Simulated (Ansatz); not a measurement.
# Lattice constant a of GeS₂ (model structure, started from the 2H-MoS2 type, P6₃/mmc, No. 194, 6 atoms in the cell) at several levels of theory

No measured value is used here.

```tsv
level (code)	value (Å)
PBE (Ansatz)	3.462
PBEsol (Ansatz)	3.422
PBE-D3(BJ) (Ansatz)	3.428
```

Ansatz's density-functional and Hartree–Fock values are scalar-relativistic unless marked +SOC, with PAW data made under PBE.

A model structure was made by putting elements into a prototype or built by hand; it is no filed structure, need not be a known phase, and can be a saddle point held by its symmetry.

Ansatz is a first-principles code.
